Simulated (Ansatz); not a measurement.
The reference is ZrB2 (space group P6/mmm, No. 191; a = 3.171 Å, c = 3.542 Å; relaxed with 0.1 eV smearing). Axes: x lies along a and z along c of the hexagonal cell.

Method: PBE (Ansatz, a program for electronic structure; PAW; 420 eV plane waves; no SOC).

Before the change:

* **Shortest interatomic distance**: 1.831 Å

Now apply this change: biaxial strain −1.77 %, plane normal [001], relaxed out of plane (Cartesian); in-plane vectors clamped, the third vector and the atoms free.

Question: How does this affect the out-of-plane strain, in-plane stress and shortest interatomic distance?

Answer: The out-of-plane strain amounts to +1.01 %; the mean in-plane stress (compression positive) comes out as +10.4 GPa; the shortest interatomic distance falls by 0.032 Å (1.831 Å → 1.799 Å).

Stability against distortions was not tested. All final runs are without spin polarisation.
